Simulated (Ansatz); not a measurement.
MoSe₂ (model structure, started from the fluorite type, Fm-3m, No. 225, 3 atoms in the cell), treated with LDA in Ansatz (PAW).

Input file:

Ansatz 0.2 input:
```yaml
crystal:
  lattice:
    - [0.0, 3.0567466587, 3.0567466587]
    - [3.0567466587, 0.0, 3.0567466587]
    - [3.0567466587, 3.0567466587, 0.0]
  atoms:
    - { symbol: Mo, position: [0.0, 0.0, 0.0] }
    - { symbol: Se, position: [0.25, 0.25, 0.25] }
    - { symbol: Se, position: [0.75, 0.75, 0.75] }
basis:
  ecutwfc: 520
  ecutrho_ratio: 4
  xc_grid: 2
kpoints:
  mp_grid: { grid: [16, 16, 16] }
hamiltonian:
  xc: lda
  dispersion: none
  pseudopotentials: { kind: paw }
scf:
  occupations: { method: fermi_dirac, width: 0.05 }
output:
  forces: true
  stress: true
  eigenvalues: true
relax:
  f_tol: 0.004
  escape_saddle: false
  max_steps: 80
```

The run printed, among other lines:

```
WARN output.stress: scf.convergence.dr2_threshold = 1e-7 eV (the SCF's general default) is looser than the 3e-10 eV advised for a printed stress (1e-10 eV for …
Relaxation: its limit of steps is 80 (relax.max_steps)
Crystal: 3 atoms, lattice volume = 57.123 Å³
Basis set: ecut = 520 eV, 1471 PW (Γ), exchange–correlation on 72×72×72 points (8 copies of the dense FFT grid, shifted against one another)
Bands: 28, of which v1, the nominal top of the filled ones, is band 23 counted from 1 (22 counted from 0)
Symmetry: 48 space group operations
Space group: Fm-3m (ITA 225), of the structure as read, at distance tolerance 3.9e-5 Å
k-points: 145 of 4096
Functional: x = slater, c = lda
SCF iter   1: F=—  HF=-15609.585200 eV  |F-HF|=—  |Δ(HF+E_count)|=         —  Δρ=8.72e-3  dr2=4.32e-2
SCF iter   2: F=—  HF=-15609.580633 eV  |F-HF|=—  |Δ(HF+E_count)|=   4.57e-3  Δρ=2.11e-3  dr2=8.83e-4
  ...
SCF iter   6: F=—  HF=-15609.580092 eV  |F-HF|=—  |Δ(HF+E_count)|=   4.72e-7  Δρ=1.50e-5  dr2=2.22e-7
SCF iter   7: F=-15609.580092 eV  HF=-15609.580092 eV  |F-HF|=1.66e-9  |Δ(HF+E_count)|=   2.88e-8  Δρ=2.11e-6  dr2=1.84e-9
SCF 1 converged in 7 iterations: F = -15609.580092 eV  dr2 = 1.84e-9
SCF converged after 7 iterations
Free energy (F): -15609.580092 eV
Internal energy: -15609.547788 eV  (E = F + TS)
E sigma→0 (E₀):  -15609.563940 eV
Fermi energy:    13.413401 eV
--- Stress (GPa, compression-positive) ---
       -2.560952      -0.000000      -0.000000
       -0.000000      -2.560952       0.000000
       -0.000000       0.000000      -2.560952
  P = ⅓ Tr σ = -2.5610 GPa (-25.610 kbar)
```

The cell is one volume of an energy–volume scan, off the minimum.

The PAW data were made under PBE.

Note: the run has no spin polarisation, so it can have missed a magnetic state. Note: the relaxation could raise the start's symmetry but not lower it, so the cell can be a saddle point.

A model structure was made by putting elements into a prototype or built by hand; it is no filed structure, need not be a known phase, and can be a saddle point held by its symmetry.

Ansatz is a program for electronic structure.
